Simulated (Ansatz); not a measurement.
Checking a run of Ansatz (a program for electronic structure) on MoOs (P1, 2 atoms in the cell). The aim is a self-consistent single point with DFT, PBEsol, plane waves, default PAW files made with PBE.

Cell that was meant: a = 2.7818 Å, b = 2.7818 Å, c = 4.5071 Å, α = 90.00°, β = 90.00°, γ = 120.00°.

Part of the input:

Ansatz 0.2 input:
```yaml
  atoms:
    - { symbol: Mo, position: [0.668275, 0.330615, 0.497434] }
    - { symbol: Os, position: [0.331725, 0.669385, 0.002566] }
basis:
  ecutrho_ratio: 1
kpoints:
  mp_grid: { grid: [11, 11, 6] }
hamiltonian:
```

Log, with long lists cut:

```
WARN basis.ecutwfc = 420 eV, the default
WARN basis.ecutrho_ratio = 1 (ecutrho = 420 eV) is below the records' recommended cutoff
   [... lines left out ...]
PAW frozen core: Os, regenerated for the run's functional, and the local potential with it
Initial density: superposition of atomic densities (neutral atoms: chi_scale 0, normalization atom), corrected by the library's trained network
Initial wavefunctions: pseudopotential atomic-orbital guess
Eigensolver: davidson
Functional: x = pbesol(κ = 0.804, μ = 0.12345679012345678), c = pbesol(β = 0.046)
SCF iter   1: F=—  HF=-16148.560947 eV  |F-HF|=—  |Δ(HF+E_count)|=         —  Δρ=1.14e-2  dr2=7.58e-2  ethr=1.77e-3  ⟨swp⟩=4.4  Hψ=27778  notcnv=0
all-band conjugate gradients solve this SCF's bands
preconditioner: auto → none
SCF iter   2: F=—  HF=-16148.560718 eV  |F-HF|=—  |Δ(HF+E_count)|=   2.28e-4  Δρ=8.32e-3  dr2=4.94e-2  ethr=2.53e-4  ⟨swp⟩=1.0  Hψ=9828  notcnv=0
   [... lines left out ...]
SCF iter   5: F=—  HF=-16148.556906 eV  |F-HF|=—  |Δ(HF+E_count)|=   6.14e-5  Δρ=9.91e-5  dr2=9.45e-6  ethr=2.80e-7  ⟨swp⟩=2.3  Hψ=10827  notcnv=0
SCF iter   6: F=—  HF=-16148.556904 eV  |F-HF|=—  |Δ(HF+E_count)|=   2.08e-6  Δρ=4.50e-5  dr2=9.58e-7  ethr=3.15e-8  ⟨swp⟩=2.0  Hψ=9616  notcnv=0
SCF iter   7: F=-16148.556903 eV  HF=-16148.556903 eV  |F-HF|=7.20e-9  |Δ(HF+E_count)|=   1.81e-7  Δρ=1.67e-5  dr2=3.99e-8  ethr=3.33e-10  ⟨swp⟩=3.0  Hψ=26369  notcnv=0
SCF 1 converged in 7 iterations: F = -16148.556903 eV  dr2 = 3.99e-8
Free energy (F): -16148.556903 eV
Internal energy: -16148.498186 eV  (E = F + TS)
E sigma→0 (E₀):  -16148.527545 eV
Entropy (-TS):   -0.058717 eV (-29.359 meV/atom)
Fermi energy:    22.236412 eV
--- Forces (eV/Å), atoms counted from 1 ---
  atom   1  Mo    -0.06542991     0.05282194     0.02375238
  atom   2  Os     0.06543013    -0.05282205    -0.02378206
--- Stress (GPa, compression-positive) ---
       -3.153995       0.289860      -0.074878
        0.289860      -2.709407       0.059708
       -0.074879       0.059708      -6.474573
  P = ⅓ Tr σ = -4.1127 GPa (-41.127 kbar)
  The stress holds the Pulay correction, which leaves out the density cutoff's part. Without it, at fixed plane waves, as pw.x and ABINIT print it …
settings of this run that can trade accuracy for cost: basis.ecutrho_ratio < 4. Do not mix this run's numbers with those of runs without the same settings …
```

**Question.** Is anything amiss in this input, and did it matter?

**Answer.** The run is not sound. The fault is a density cutoff or grid that is too coarse. The charge density holds wave vectors up to twice those of the orbitals (four times the energy cutoff), and augmentation charges need more still. To fix it, restore the density cutoff. The run converged in 7 iterations without an error; against the sound input the free energy drops by 98.4 meV/atom, the pressure goes from -11.06 to -4.11 GPa and the largest force goes from 0.103 to 0.087 eV/Å. The full log also holds (shortened here): “WARN basis.ecutrho_ratio = 1 (ecutrho = 420 eV) is below the records' recommended cutoff”. At a fixed set of plane waves, without the program's Pulay estimate, the pressure is -4.20 GPa against -11.10 GPa.

The sound input it was made from differs as follows (other fixes are possible):
```diff
-basis:
-  ecutrho_ratio: 1
```

With that input, the run converged in 7 iterations: free energy E − TS (on the zero of these files) -16148.3600 eV; Fermi level (on the code's own zero) 22.23 eV; pressure -11.06 GPa; largest force (vector length) 0.103 eV/Å (DFT, PBEsol, plane waves, default PAW files made with PBE).

On the sound input: the starting cell comes from a database of computed structures (which also holds hypothetical and non-ambient phases and stackings), without a prior relaxation at this level. Its atoms were displaced at random from the sites of space group no. 187. Spin polarisation is off. With a pressure of about -11 GPa the cell is away from its equilibrium volume at this level. Ansatz's pressure includes its estimate of the finite-basis (Pulay) stress.
